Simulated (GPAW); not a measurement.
Several settings converged on CuAu (P4mm, 2 atoms in the cell)

```xyz
2
Lattice="2.8140 0.0000 0.0000 0.0000 2.8140 0.0000 0.0000 0.0000 3.6883" Properties=species:S:1:pos:R:3 pbc="T T T"
Cu     0.0000     0.0000     0.0500
Au     1.4070     1.4070     1.8442
```

Base method: PBEsol, GPAW PAW datasets PBEsol (made by gpaw-setup) (plane waves; GPAW 25.7.0).

Base settings: mode = pw; ecut = 850 eV; xc = PBEsol; kpts = 5 5 4; mesh shift (steps) = 0 0 0; occupations.name = fermi-dirac; occupations.width = 0.1 eV; nbands = -8; convergence.density = 1e-05 e/electron; convergence.energy = 1e-05 eV/electron.

The count of work is k-points × plane waves × bands × iterations; it is no time. Core times come from one kind of shared machine, to one figure; runs under 30 s give none.

**The k-point mesh at a smearing width of 0.02 eV**

In this ladder: occupations.width = 0.02 eV.

Only quantities that move along the ladder and can be compared are tabulated.

| kpts | free energy less the last step's (meV/atom) | pressure (GPa) | count of work / last | core time / last (rough) |
|---|---|---|---|---|
| 4 4 3 | 101.34 | -1.07 | 0.020 | – |
| 6 6 5 | 18.96 | -1.72 | 0.041 | – |
| 9 9 7 | -7.46 | -2.08 | 0.079 | – |
| 13 13 10 | 0.04 | -1.95 | 0.22 | 0.2 |
| 15 15 12 | -0.38 | -2.01 | 0.32 | 0.4 |
| 23 23 17 | 0.00 | -1.93 | 1.0 | 1 |

Coarsest kpts that holds the free energy within 1 meV/atom of the last step, with all finer ones: 13 13 10, at 0.22 of the last step's count of work and about 0.2 of the last step's time; the step before is off by 7.5 meV/atom.

Coarsest kpts that holds the pressure within 0.5 GPa of the last step, with all finer ones: 6 6 5, at 0.041 of the last step's count of work; the step before is off by 0.86 GPa.

**The width of Gaussian smearing**

In this ladder: kpts = 8 8 7; occupations.name = methfessel-paxton; occupations.order = 0.

Narrow widths need finer meshes than wide ones, so the last steps can hold mesh noise.

Only quantities that move along the ladder and can be compared are tabulated; pressure and forces are left out, as mesh noise rules them at narrow widths.

```tsv
occupations.width	free energy less the last step's (meV/atom)	energy extrapolated to zero width less the last step's (meV/atom)
1 eV	-82.73	0.92
0.5 eV	-21.67	-2.26
0.3 eV	-7.99	-1.25
0.1 eV	0.00	0.00
```

Widest occupations.width that holds the free energy within 5 meV/atom: not settled: the last two steps still differ by 8.0 meV/atom, over half the tolerance, so the ladder does not show it.

Widest occupations.width that holds the energy extrapolated to zero width within 2 meV/atom: not settled: the last two steps still differ by 1.3 meV/atom, over half the tolerance, so the ladder does not show it.

The extrapolation to zero width removes most of the smearing's effect on the energy.

On the base run: the starting cell has typed, rounded lattice constants, without a prior relaxation at this level. Its lattice was rescaled by up to half a per cent. One atom was moved a little off its site on purpose. Spin polarisation is off. Without a gap this mesh is coarse (it stands for a supercell whose shortest vector is 14 Å).

Left out of this page: 2 runs of the series outside the window shown, repeating another row's setting, or not comparable.
